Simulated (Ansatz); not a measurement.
Amorphous Si$_{24}$O$_{56}$Al$_{2}$P$_{2}$, 84 atoms at 2.25 g/cm³, one PBE-relaxed geometry, zone centre. Methods: PBE, scalar-relativistic without spin-orbit coupling (Ansatz, an electronic-structure program); r2SCAN, scalar-relativistic without spin-orbit coupling (Ansatz); HSE06, scalar-relativistic without spin-orbit coupling (Ansatz). Plane waves to 420 eV (r2SCAN 500 eV); exact exchange is cut at the cell's faces. At PBE the levels at the filled edge of the gap are localised (band-tail or defect states), and the nearest spread-out levels lie 4.8 eV apart at the zone centre. The higher rungs were started with moments on some atoms, which died out.

The cell was made by melting and quenching with the CHGNet potential and then relaxed with DFT. O atoms were pushed apart under 1.9 Å during the dynamics, to hinder bonds among them. The hot cell started wider than the set density and was brought back towards it in steps. It is the lowest in DFT energy of 2 quenches. It is a model cell: composition and starting density were chosen by hand, and all elements were melted together. No dispersion term was used. Its density started from a set value of 2.25 and ended at 2.25 g/cm³. The quench (nominally 400 K/ps over its main leg) was far faster than any real one, so the model tends to hold more defects than a real film. A cell of this size samples the disorder only roughly. The volume was held where the preparation left it, at a PBE pressure of -0.5 GPa (tension). Stress components on the final sampling reach 1.8 GPa.

The relaxation ran on the zone centre alone. At PBE the level gap is 3.62 eV on a 2×2×2 Γ-centred mesh, and the spacing at the zone centre alone 3.62 eV.

Question: What zone-centre spacing does r2SCAN give, roughly?

Answer: 4.23 eV (+0.62 eV against PBE).

Question: What zone-centre spacing does HSE06 give, roughly?

Answer: 5.36 eV (+1.74 eV against PBE).

The highest filled and the lowest empty state spread over these numbers of atoms (participation numbers): PBE: 2.4 and 11.5; r2SCAN: 2.4 and 11.1; HSE06: 2.4 and 12.6.
